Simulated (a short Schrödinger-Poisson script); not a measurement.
From a short Schrödinger-Poisson script (our own, NumPy): one-band effective-mass equation with BenDaniel-Duke matching, electrons, heavy and light holes apart, hard walls at the outer ends, one valence edge for both holes (no strain splitting), no charge, excitons, band mixing or non-parabolicity; under a field the levels are quasi-bound states of a box, listed while three quarters of their weight lies within 4 nm of the wells.

Stack: single In0.15Ga0.85N/GaN quantum well.

From the first side: 12 nm GaN; 4 nm In0.15Ga0.85N, built-in field 2200 kV/cm; 12 nm GaN.

Constants are typed, rounded textbook-type inputs, not results; the design itself was drawn at random and stands for no fabricated device. In0.15Ga0.85N: direct gap (eV) 2.847, conduction-band edge (eV) 0, electron mass (mₑ) 0.1805, heavy-hole mass 1.7, light-hole mass 0.3. GaN: direct gap (eV) 3.43, conduction-band edge (eV) 0.408, electron mass (mₑ) 0.2, heavy-hole mass 1.9, light-hole mass 0.33.

The valence-band edge of each layer lies one gap below its conduction-band edge. The electron's potential energy rises along the stack by the applied field and, inside the well alone, by the built-in field (unscreened; none in the barriers). Mesh 0.03 nm at interfaces.

Problem. Give the squared e1-hh1 overlap at zero applied field; the e1-hh1 transition at zero applied field (eV).

Solution. squared e1-hh1 overlap at zero applied field: 0.003; e1-hh1 transition at zero applied field (eV): 2.431. Excitons, screening of the built-in field, fields in the barriers and alloy fluctuations are left out, and strain enters only through the typed gaps and offsets, so measured lines lie elsewhere.
